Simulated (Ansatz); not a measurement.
**Effect of tensor shear ε_xz = +1.14 % on Hf**

Base system: Hf in the hcp (Mg type) structure (space group P6_3/mmc, No. 194; a = 3.158 Å, c = 5.004 Å; relaxed with 0.1 eV smearing). Axes: x lies along a and z along c of the hexagonal cell.

Modification: a pure shear with ε_xz = ε_zx = 0.0114, atoms relaxed at fixed cell.

Method: PBEsol, PAW, 420 eV (Ansatz, an electronic-structure program; no SOC). Γ-centred 21×21×12 mesh, Fermi–Dirac width 0.1 eV.

The volume per atom is still 21.61 Å³ and the shortest interatomic distance shrinks by 0.055 bohr, from 5.851 bohr to 5.796 bohr. The energy rises by 1.7 meV/atom and the pressure (mean of the normal stresses, compression positive) remains 0.0 GPa. The band gap stays zero and the stress (xx, yy, zz, yz, xz, xy; compression positive) comes out as (0.0, 0.0, 0.0, 0.0, -1.1, 0.0) GPa.

Final structure:

```yaml
crystal:
  lattice:
    - [3.15810, 0.00000, 0.03600]
    - [-1.57905, 2.73500, -0.01800]
    - [0.05705, 0.00000, 5.00450]
  atoms:
    - { symbol: Hf, position: [0.66667, 0.33333, 0.75000] }
    - { symbol: Hf, position: [0.33333, 0.66667, 0.25000] }
```

Cost of the whole job for the changed cell (relaxation, final SCF and bands): about 2.7 core-minutes (a rough figure).

The cells carry an imposed strain or load. Whether these cells are dynamically stable was not tested. The final runs are not spin-polarised.
